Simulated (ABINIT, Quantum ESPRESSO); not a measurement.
An ABINIT input for a self-consistent single point of TiSi (Amm2, 2 atoms in the cell) (DFT, PBEsol, plane waves, norm-conserving pseudopotentials (PseudoDojo nc-sr-04 PBEsol standard)):

```
# TiSi, PseudoDojo nc-sr-04 PBEsol standard
pp_dirpath "./"
pseudos "Ti.upf, Si.upf"
acell 3*1.0
rprim
         7.1008235475    0.0000000000    0.0000000000
         0.0000000000    3.3769916073    3.9990176379
         0.0000000000   -3.3769916073    3.9990176379
natom 2
ntypat 2
znucl 22 14
typat 1 2
xcart
         0.0000000000    0.0000000000    0.3586319018
         3.5504117738   -0.0000000000    4.4521863167
ecut 42 Ha
ixc -116133
occopt 3
tsmear 0.136 eV
nband 13
kptopt 1
ngkpt 11 16 16
nshiftk 1
shiftk 0 0 0
nstep 50
toldfe 1.0e-09
prtwf 0
prtden 0
```

Question: Write the same calculation as an input for Quantum ESPRESSO.

Answer: This is the input that was run; spellings and numerical settings could be chosen otherwise.

```fortran
&CONTROL
 calculation = 'scf'
 prefix = 'run'
 outdir = './tmp/'
 pseudo_dir = './'
 tprnfor = .true.
 tstress = .true.
/
&SYSTEM
 ibrav = 0
 nat = 2
 ntyp = 2
 ecutwfc = 50
 ecutrho = 400
 occupations = 'smearing'
 smearing = 'fd'
 degauss = 0.0099958
/
&ELECTRONS
 conv_thr = 1e-10
 mixing_beta = 0.7
/
ATOMIC_SPECIES
Ti    47.8670  ti_pbesol_v1.4.uspp.F.UPF
Si    28.0850  si_pbesol_v1.uspp.F.UPF
CELL_PARAMETERS {angstrom}
   3.7575940000     0.0000000000     0.0000000000
   0.0000000000     1.7870270000     2.1161890000
   0.0000000000    -1.7870270000     2.1161890000
ATOMIC_POSITIONS {crystal}
Ti    0.0000000000    0.0448400000    0.0448400000
Si    0.5000000000    0.5566600000    0.5566600000
K_POINTS {automatic}
11 16 16  0 0 0
```

Basis, cutoffs, solver keys and any potentials are the target program's own. This input uses DFT, PBEsol, plane waves, GBRV 1.5 ultrasoft (PBESOL) pseudopotentials.

The starting cell comes from a database of computed structures (which also holds hypothetical and non-ambient phases and stackings), without a prior relaxation at this level. Its lattice was rescaled by a random factor within 2.5 % of one. For this run, on top of that: lattice scaled by 0.98.
